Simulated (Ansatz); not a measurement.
Take WS₂ in the 2H-MoS2 type structure (space group P6_3/mmc, No. 194; a = 3.1148 Å, c = 11.7731 Å; layered, stacked along the Cartesian z axis) as the base.

Calculations: plane-wave PAW DFT at the PBEsol-D3(BJ) level (Ansatz, a first-principles code, 420 eV), no spin-orbit coupling.

```json
[
 {"level": "PBEsol-D3(BJ)", "band gap": "0.65 eV", "lattice parameter a": "3.115 Å", "lattice parameter c": "11.773 Å"}
]
```

Measured: band gap 1.35 eV (room temperature; as listed in Carlos M. O. Bastos et al., Physical Review Materials (2019)); lattice parameter a 3.153 Å (room temperature; as listed in arXiv:1605.07067); lattice parameter c 12.323 Å (room temperature; as listed in arXiv:1605.07067).

Computed minus measured — band gap: PBEsol-D3(BJ) -0.70 eV; lattice parameter a: PBEsol-D3(BJ) -1.2 %; lattice parameter c: PBEsol-D3(BJ) -4.5 %. Measured values not marked as corrected hold thermal and zero-point effects that the static-lattice runs lack. A measured gap can be an optical one, lowered by exciton binding. Levels without spin-orbit coupling miss its effect on the gap.

With W present, leaving out spin-orbit coupling can change the band edges. Whether these cells are dynamically stable was not tested.
